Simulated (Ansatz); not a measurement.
Levels about the gap of amorphous Si₁₀Al₁₆O₄₄ (70 atoms in a cell of 971 Å³, 2.42 g/cm³; zone centre alone, so wide bands show as single levels with stretches between that a denser mesh fills), at the geometry that PBE relaxed, where it gives 0.0 GPa on a denser mesh. The participation number counts the atoms over which a state spreads; weights are charges in smoothed Voronoi cells. The levels come from a single point, so bond lengths are those of that geometry. Method of the levels: PBE, scalar-relativistic without spin-orbit coupling (Ansatz, an electronic-structure program). Sampling: the zone centre alone; Fermi-Dirac width 0.02 eV; no spin polarisation. At PBE the levels at the filled edge of the gap are localised (band-tail or defect states), and the nearest spread-out levels lie 4.3 eV apart at the zone centre.

It comes from a melt-quench run on a machine-learned potential (CHGNet), relaxed afterwards by DFT. O atoms were pushed apart under 1.9 Å during the dynamics, to hinder bonds among them. It is a model cell: composition and starting density were chosen by hand, and all elements were melted together. No dispersion term was used. Its density started from a set value of 2.42 and ended at 2.42 g/cm³. Cooling (nominally 1100 K/ps over its main leg) ran many orders faster than in experiment, which tends to leave more defects and strain. One small periodic cell is one sample of the glass; other quenches scatter about these values. Volume and shape were free in the relaxation.

```json
[
 {"E - E(highest filled), eV": "-0.32", "filling": "filled", "participation number": "15.9", "largest on": "O, 3 neighbours", "weight O": "0.95", "weight Al": "0.03", "weight Si": "0.02"},
 {"E - E(highest filled), eV": "-0.22", "filling": "filled", "participation number": "5.5", "largest on": "O, 2 neighbours", "weight O": "0.95", "weight Al": "0.03", "weight Si": "0.02"},
 {"E - E(highest filled), eV": "-0.15", "filling": "filled", "participation number": "4.6", "largest on": "O, 2 neighbours", "weight O": "0.95", "weight Al": "0.04", "weight Si": "0.02"},
 {"E - E(highest filled), eV": "-0.06", "filling": "filled", "participation number": "9.8", "largest on": "O, 2 neighbours", "weight O": "0.95", "weight Al": "0.03", "weight Si": "0.02"},
 {"E - E(highest filled), eV": "-0.05", "filling": "filled", "participation number": "5.4", "largest on": "O, 2 neighbours", "weight O": "0.95", "weight Al": "0.03", "weight Si": "0.02"},
 {"E - E(highest filled), eV": "-0.02", "filling": "filled", "participation number": "6.5", "largest on": "O, 2 neighbours", "weight O": "0.96", "weight Al": "0.03", "weight Si": "0.02"},
 {"E - E(highest filled), eV": "0.00", "filling": "filled", "participation number": "5.5", "largest on": "O, 2 neighbours", "weight O": "0.95", "weight Al": "0.04", "weight Si": "0.01"},
 {"E - E(highest filled), eV": "3.94", "filling": "empty", "participation number": "47.3", "largest on": "Al, 3 neighbours", "weight O": "0.60", "weight Al": "0.31", "weight Si": "0.09"},
 {"E - E(highest filled), eV": "5.24", "filling": "empty", "participation number": "10.7", "largest on": "Al, 3 neighbours", "weight O": "0.50", "weight Al": "0.46", "weight Si": "0.04"},
 {"E - E(highest filled), eV": "5.40", "filling": "empty", "participation number": "29.3", "largest on": "Al, 3 neighbours", "weight O": "0.55", "weight Al": "0.36", "weight Si": "0.10"},
 {"E - E(highest filled), eV": "6.01", "filling": "empty", "participation number": "36.2", "largest on": "Al, 4 neighbours", "weight O": "0.62", "weight Al": "0.27", "weight Si": "0.11"},
 {"E - E(highest filled), eV": "6.25", "filling": "empty", "participation number": "38.3", "largest on": "Al, 4 neighbours", "weight O": "0.58", "weight Al": "0.33", "weight Si": "0.10"}
]
```

Most localised among these is the filled level at -0.15 eV, on a O atom, which has 2 neighbours (Si 1.62 Å, Al 1.74 Å).
